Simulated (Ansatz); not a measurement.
Levels about the gap of amorphous silicon nitride (Si₃₀N₄₀) (70 atoms in a cell of 768 Å³, 3.03 g/cm³; zone centre alone, so wide bands show as single levels with stretches between that a denser mesh fills), at the geometry that PBE relaxed, where it gives 0.1 GPa on a denser mesh. The participation number counts the atoms over which a state spreads; weights are charges in smoothed Voronoi cells. The levels come from a single point, so bond lengths are those of that geometry. Method of the levels: r2SCAN, scalar-relativistic without spin-orbit coupling (Ansatz, a program for electronic structure). Sampling: the zone centre alone; Fermi-Dirac width 0.01 eV; collinear spin, started from moments on atoms (the moments died out). At PBE the levels at the filled edge of the gap are localised (band-tail or defect states).

The cell was made by melting and quenching with the CHGNet potential and then relaxed with DFT. N atoms were pushed apart under 1.9 Å during the dynamics, to hinder bonds among them. The hot cell started wider than the set density and was brought back towards it in steps. It is the lowest in DFT energy of 2 quenches. It is a model cell: composition and starting density were chosen by hand, and all elements were melted together. No dispersion term was used. A short ab initio anneal came between quench and relaxation. Its density started from a set value of 3.07 and ended at 3.03 g/cm³. The quench (nominally 91 K/ps over its main leg) was far faster than any real one, so the model tends to hold more defects than a real film. One small periodic cell is one sample of the glass; other quenches scatter about these values. Volume and shape were free in the relaxation. On a 2×2×2 Γ-centred mesh force components of up to 0.13 eV/Å stay, since the relaxation ran on the zone centre alone.

| E - E(highest filled), eV | filling | spin | participation number | largest on | weight N | weight Si |
|---|---|---|---|---|---|---|
| -0.33 | filled | up | 17.1 | N, 3 neighbours | 0.90 | 0.10 |
| -0.12 | filled | dn | 16.7 | N, 3 neighbours | 0.90 | 0.10 |
| -0.12 | filled | up | 16.7 | N, 3 neighbours | 0.90 | 0.10 |
| -0.05 | filled | dn | 13.6 | N, 2 neighbours | 0.91 | 0.09 |
| -0.05 | filled | up | 13.6 | N, 2 neighbours | 0.91 | 0.09 |
| 0.00 | filled | dn | 9.6 | N, 2 neighbours | 0.90 | 0.10 |
| 0.00 | filled | up | 9.6 | N, 2 neighbours | 0.90 | 0.10 |
| 3.46 | empty | up | 31.0 | Si, 4 neighbours | 0.51 | 0.49 |
| 3.46 | empty | dn | 31.0 | Si, 4 neighbours | 0.51 | 0.49 |
| 3.90 | empty | dn | 15.2 | Si, 4 neighbours | 0.43 | 0.57 |
| 3.90 | empty | up | 15.2 | Si, 4 neighbours | 0.43 | 0.57 |
| 4.08 | empty | dn | 30.6 | Si, 4 neighbours | 0.44 | 0.56 |
| 4.08 | empty | up | 30.6 | Si, 4 neighbours | 0.44 | 0.56 |
| 4.47 | empty | up | 23.8 | Si, 4 neighbours | 0.46 | 0.54 |

Most localised among these is the filled level at +0.00 eV, on a N atom, which has 2 neighbours (Si 1.67 Å, Si 1.71 Å).
